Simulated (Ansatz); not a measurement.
**ZnGeP2: stress against strain**

ZnGeP2 (chalcopyrite, I-42d, 19.179 Å³/atom at rest, c along z) under a strain ε along c (axis z), the other axes held. LDA in Ansatz, a plane-wave DFT program (PAW, default set), 420 eV, 9×9×9 Γ-centred mesh, Fermi-Dirac smearing 0.05 eV; ions are relaxed within the symmetry of each cell. Stress is positive for a compressed cell.

Here s stands for strain and y for stress zz.

| strain (%) | stress zz (GPa) |
|---|---|
| -3.00 | ? |
| -1.50 | 2.11 |
| -0.75 | 1.04 |
| 0.00 | -0.01 |
| 0.75 | -1.04 |
| 1.50 | -2.05 |

Question: Fit y against s with a straight line, and predict the withheld value at s = -3.00.

Answer: Means: s 0, y 0.010. About the means, the sum of products is -7.8000 and the sum of squares of s is 5.6250; the slope is their ratio. Least squares gives y = 0.010 - 1.3867·s. Residuals (row less fit): 0.020, -0.010, -0.020, -0.010, 0.020; standard error 0.022 (degrees of freedom: 3). The slope gives the elastic constant C33 = 139 ± 0.9 GPa. At the withheld row, y = 0.010 - 1.3867 × (-3.00) = 4.170 GPa. The calculation gives 4.30 GPa, 0.130 GPa above the prediction (2.0 % of the range of y in the table). The row lies outside the fitted rows, so this is an extrapolation. From the scatter of the fitted rows alone, a prediction at this place has a standard error of 0.036 GPa, so the miss is 3.6 times that.

One order more, fitted to all 9 runs of the series, follows each within 0.01, so the miss is the next term of a smooth law. Rows are the converged runs of the series near zero and its far end; series whose fitted rows scatter by over a few per cent of the range, as at a crossing or softening among them, aren't shown in this form. Most that stay on the fit to the last digits aren't either.
